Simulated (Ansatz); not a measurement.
Effect of pressure 5 GPa on Nb2InC

Take Nb2InC (space group P6_3/mmc, No. 194; a = 3.1588 Å, c = 14.3312 Å; a cell from a computed database, its experimental status unchecked) as the base.

Perturbation: cell and atoms relaxed at a pressure of 5 GPa.

Method: PBEsol (Ansatz, a quantum-chemistry and plane-wave program), no spin-orbit coupling. Settings: 17×17×4 k-points, 0.05 eV Fermi–Dirac smearing.

The volume per atom drops by 0.41 Å³, from 15.48 Å³ to 15.07 Å³ and the density rises by 0.23 g/cm³ (8.38 g/cm³ → 8.61 g/cm³). The lattice parameter a shrinks by 0.0293 Å (3.159 Å → 3.129 Å) and the c/a ratio rises by 0.004, from 4.537 to 4.541. The shortest interatomic distance falls by 0.0127 Å to 2.162 Å and the enthalpy H = E + PV relative to the base's energy comes out as +0.48 eV/atom. The band gap remains zero.

Load acts through the strain it causes; cell and atoms are relaxed under it. Stability against distortions was not tested. Competing high-pressure phases were not computed. All final runs are without spin polarisation.
